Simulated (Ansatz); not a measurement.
Structure of amorphous In$_{9}$Ga$_{9}$Zn$_{9}$O$_{38}$Si (periodic cell):

```xyz
66
Lattice="9.4298 0.0000 0.0000 0.0000 9.4298 0.0000 0.0000 0.0000 9.4298" Properties=species:S:1:pos:R:3 pbc="T T T"
In     0.5679     0.9765     0.6312
In     4.1323     1.3998     1.2809
In     3.0366     7.3686     0.5970
In     1.3289     5.5851     6.6074
In     4.6722     2.9559     4.1059
In     0.9993     2.5438     4.2457
In     5.4733     8.5163     3.1513
In     2.3659     2.4224     7.7407
In     6.2071     4.7684     1.4179
Ga     2.8288     6.0273     3.8116
Ga     7.7007     3.3878     5.3043
Ga     6.0716     8.6727     8.8424
Ga     5.9643     5.9797     4.7060
Ga     2.6285     4.1694     1.2867
Ga     4.3346     7.5068     6.5348
Ga     9.0842     7.3991     8.4216
Ga     7.7867     1.8333     2.4929
Ga     7.0644     5.5879     7.4477
Zn     1.6446     8.6699     6.8198
Zn     1.5200     8.7328     2.9438
Zn     4.4457     4.7454     8.1717
Zn     8.4725     8.5853     4.6651
Zn     8.1669     7.3317     1.8804
Zn     0.0044     5.3233     3.1010
Zn     5.9181     2.3332     7.7857
Zn     8.5788     0.8391     7.1155
Zn     8.9973     3.9859     0.1096
O      7.5328     5.2751     5.5305
O      7.2952     0.2581     3.5020
O      5.2691     5.8097     6.7112
O      9.0149     5.4170     7.8755
O      1.3128     4.7421     4.5777
O      1.5961     7.2065     8.2818
O      0.0257     7.4144     3.4233
O      2.7579     4.3663     7.3692
O      9.0037     8.4573     0.5403
O      8.3039     5.2890     1.3969
O      8.3839     3.3719     3.5601
O      4.1259     5.2229     0.6607
O      1.0369     0.8644     7.9469
O      9.0579     8.3303     6.5657
O      3.6385     9.3529     6.4849
O      1.7019     0.1108     4.7598
O      6.4519     6.5617     2.7827
O      2.4368     9.4264     1.1475
O      5.6543     7.7768     5.1426
O      6.4374     4.1921     8.6225
O      8.2336     2.1814     0.6743
O      3.4163     7.5833     2.8062
O      7.1713     7.1618     8.5300
O      2.9069     2.2751     5.4602
O      4.4420     7.7983     8.4407
O      4.2002     2.2735     8.7886
O      3.0834     2.8373     2.5236
O      9.1086     2.4312     6.0526
O      6.0142     2.7888     5.7607
O      6.7908     0.6213     7.8333
O      5.9224     2.7762     2.2907
O      1.8282     5.6190     2.1135
O      0.3502     1.1932     2.7626
O      4.2761     0.7582     3.8821
O      1.4293     3.2091     0.2061
O      2.7199     6.8800     5.5971
O      5.5315     9.2528     1.1344
O      4.4854     5.0437     3.9774
Si     3.1925     0.6630     5.1091
```

Calculation: PBE, scalar-relativistic without spin-orbit coupling (plane waves to 420 eV, PAW; Ansatz, a quantum-chemistry and plane-wave program).

A CHGNet melt-quench gave the starting glass, which DFT then relaxed. O atoms were pushed apart under 1.9 Å during the dynamics, to hinder bonds among them. The hot cell started wider than the set density and was brought back towards it in steps. It is the lowest in DFT energy of 2 quenches. It is a model cell: composition and starting density were chosen by hand, and all elements were melted together. No dispersion term was used. Its density started from a set value of 5.71 and ended at 5.71 g/cm³. The quench (nominally 210 K/ps over its main leg) was far faster than any real one, so the model tends to hold more defects than a real film. Values belong to this one cell and scatter from quench to quench. The volume was held where the preparation left it, at a PBE pressure of -0.8 GPa (tension). Stress components on the final sampling reach 2.2 GPa.

Bonds are counted up to In-In 3.12 Å, In-Ga 2.90 Å, In-Zn 2.90 Å, In-O 2.84 Å, In-Si 2.78 Å, Ga-Ga 2.68 Å, Ga-Zn 2.68 Å, Ga-O 2.32 Å, Ga-Si 2.56 Å, Zn-Zn 2.68 Å, Zn-O 2.58 Å, Zn-Si 2.56 Å, O-O 1.58 Å, O-Si 2.12 Å, Si-Si 2.60 Å. Two cations that share two anions don't count as bonded, nor two that share one unless they lie closer than In-In 3.04 Å, In-Ga 2.82 Å, In-Zn 2.82 Å, In-Si 2.71 Å, Ga-Ga 2.61 Å, Ga-Zn 2.61 Å, Ga-Si 2.49 Å, Zn-Zn 2.61 Å, Zn-Si 2.49 Å, Si-Si 2.38 Å.

Q: Give the coordination numbers, mean bond lengths and angles.

A: 
```json
{
  "Mean coordination of In by anions": "5.78 (3 with 5, 5 with 6, 1 with 7)",
  "Mean coordination of Ga by anions": "4.67 (3 with 4, 6 with 5)",
  "Mean coordination of Zn by anions": "4.44 (1 with 3, 4 with 4, 3 with 5, 1 with 6)",
  "Mean coordination of O": "3.63 (14 with 3, 24 with 4)",
  "Mean coordination of Si by anions": "4.00 (1 with 4)",
  "Mean In-O bond": "2.244 Å (spread 0.150 Å, 52 counted)",
  "Mean Ga-O bond": "1.950 Å (spread 0.078 Å, 42 counted)",
  "Mean Zn-O bond": "2.081 Å (spread 0.128 Å, 40 counted)",
  "Mean O-Si bond": "1.642 Å (spread 0.020 Å, 4 counted)",
  "Bond angle at In": "mean 104.3°, spread 29.8°",
  "Bond angle at Ga": "mean 107.4°, spread 23.1°",
  "Bond angle at Zn": "mean 107.2°, spread 24.5°",
  "Bond angle at O": "mean 110.1°, spread 16.6°",
  "Bond angle at Si": "mean 109.2°, spread 6.6°"
}
```

Q: List the pairs of like atoms that count as bonded by the rules above.

A: There are none by these rules.

Q: What Bader charges do the atoms carry, from a run on the zone centre alone?

A: Means (range): In +1.84 e (+1.80 to +1.88), Ga +1.83 e (+1.78 to +1.88), Zn +1.25 e (+1.22 to +1.27), O -1.25 e (-1.49 to -1.19), Si +3.22 e (+3.22 to +3.22).
```csv
atom,charge (e)
In1,+1.84
In2,+1.82
In3,+1.83
In4,+1.83
In5,+1.87
In6,+1.83
In7,+1.88
In8,+1.83
In9,+1.80
Ga10,+1.84
Ga11,+1.78
Ga12,+1.86
Ga13,+1.82
Ga14,+1.78
Ga15,+1.88
Ga16,+1.83
Ga17,+1.83
Ga18,+1.85
Zn19,+1.27
Zn20,+1.25
Zn21,+1.25
Zn22,+1.23
Zn23,+1.22
Zn24,+1.27
Zn25,+1.26
Zn26,+1.23
Zn27,+1.25
O28,-1.24
O29,-1.21
O30,-1.25
O31,-1.21
O32,-1.20
O33,-1.22
O34,-1.21
O35,-1.21
O36,-1.24
O37,-1.19
O38,-1.25
O39,-1.21
O40,-1.20
O41,-1.23
O42,-1.47
O43,-1.49
O44,-1.22
O45,-1.20
O46,-1.23
O47,-1.23
O48,-1.20
O49,-1.21
O50,-1.26
O51,-1.44
O52,-1.24
O53,-1.23
O54,-1.22
O55,-1.24
O56,-1.22
O57,-1.20
O58,-1.21
O59,-1.23
O60,-1.21
O61,-1.48
O62,-1.25
O63,-1.23
O64,-1.24
O65,-1.24
Si66,+3.22
```
